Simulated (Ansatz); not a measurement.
Where the default PAW files enter, the runs use the earlier of Ansatz's two default sets.

Here is the system:

```yaml
crystal:
  lattice:
    - [3.20471, 0.00000, 0.00000]
    - [-1.60235, 2.77536, 0.00000]
    - [1.60235, -0.92512, 2.61663]
  atoms:
    - { symbol: B, position: [0.00000, 0.00000, 0.00000] }
    - { symbol: P, position: [0.25000, 0.75000, 0.25000] }
```

Space group of this cell: F-43m, zinc blende. The cell is taken as given.

The current runs along the normal of the first two printed vectors, the (111) plane. All runs by Ansatz (an electronic-structure program), plane waves and PAW, without spin-orbit coupling; the base is r2SCAN.

| run | mean pressure (GPa) | gap (eV) | mid-gap κ (1/Å) |
|---|---|---|---|
| base | 0.5 | 1.41 | 0.139 |
| all lengths scaled by 0.98 | 12.1 | 1.32 | 0.136 |
| all lengths scaled by 1.02 | -8.6 | 1.49 | 0.141 |
| lda in place of r2scan | -4.6 | 1.18 | 0.133 |
| lengths across the current scaled by 0.98, ions clamped | 8.0 | ___ | ___ |
| lengths across the current scaled by 1.02, ions clamped | -5.7 | ___ | ___ |
| lengths along the current scaled by 0.97, ions clamped | 6.2 | 1.28 | 0.153 |
| lengths along the current scaled by 1.03, ions clamped | -4.1 | 1.39 | 0.127 |
| pbesol in place of r2scan | -1.3 | ___ | ___ |

Question: What belongs in the gaps?

Answer: 
- lengths across the current scaled by 0.98, ions clamped, gap (eV): 1.31
- lengths across the current scaled by 0.98, ions clamped, mid-gap κ (1/Å): 0.130
- lengths across the current scaled by 1.02, ions clamped, gap (eV): 1.43
- lengths across the current scaled by 1.02, ions clamped, mid-gap κ (1/Å): 0.151
- pbesol in place of r2scan, gap (eV): 1.12
- pbesol in place of r2scan, mid-gap κ (1/Å): 0.129
